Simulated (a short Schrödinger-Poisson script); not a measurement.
**MOS inversion layer, SiO2 on p-type InP**

System: MOS inversion layer, SiO2 on p-type InP, at 300 K.

| layer | material | thickness (nm) | Na (cm⁻³) |
|---|---|---|---|
| 1 | SiO2 | 2.8 | - |
| 2 | InP | 1500 | 9.7e16 |

The device is made up for the run: typed textbook-type constants, with dimensions and the other settings drawn at random. SiO2: permittivity 3.9, conduction-band edge (eV) 3.48, gap (eV) 9, electron mass (mₑ) 0.5. InP: permittivity 12.5, conduction-band edge (eV) 0, gap (eV) 1.344, Nv at 300 K (cm⁻³) 1.1e19.

Channel valleys (confinement mass, in-plane density-of-states mass, number): Γ 0.08, 0.08, 1. At the gate the conduction-band edge of layer 1 lies 3.68 eV − eVg above the Fermi level of the channel; the field vanishes at the back. Gaps are held at their typed values at every temperature. Mesh 0.03 nm at interfaces.

From a short Schrödinger-Poisson script (our own, NumPy): 1D Poisson equation in equilibrium, electrons quantum, Hartree (BenDaniel-Duke, 12 states a valley, the channel's in-plane mass for all, wave functions ending at the dielectric), parabolic valleys, classical holes, full ionisation, no traps, pinning or gate leakage.

```csv
Vg (V),electrons (cm⁻²),C (μF/cm²),Γ E0 (meV),Γ E1 (meV)
0.2,2.34e7,0.0847,272.9,359.6
0.3,7.44e8,0.0850,183.3,272.8
0.4,2.11e10,0.173,96.4,188.6
0.5,2.03e11,0.513,35.2,130.6
0.6,5.70e11,0.679,2.9,102.2
0.7,1.01e12,0.743,-19.0,84.4
0.8,1.48e12,0.776,-36.9,70.6
0.9,1.96e12,0.797,-53.0,58.8
1,2.46e12,0.812,-67.9,48.2
1.1,2.97e12,0.823,-82.2,38.4
1.2,3.48e12,0.833,-96.0,29.4
1.3,4.00e12,0.842,-109.4,20.9
1.4,4.53e12,0.850,-122.4,13.0
1.5,5.06e12,0.856,-135.2,5.6
1.6,5.59e12,0.863,-147.7,-1.4
1.7,6.13e12,0.868,-160.0,-8.0
1.8,6.67e12,0.873,-172.2,-14.4
```

Gate voltages with under 1e6 electrons/cm² are left out.

Subbands count from the Fermi level.

Above a few 1e12 electrons/cm² a light Γ valley is non-parabolic and upper valleys begin to fill, which the model leaves out.
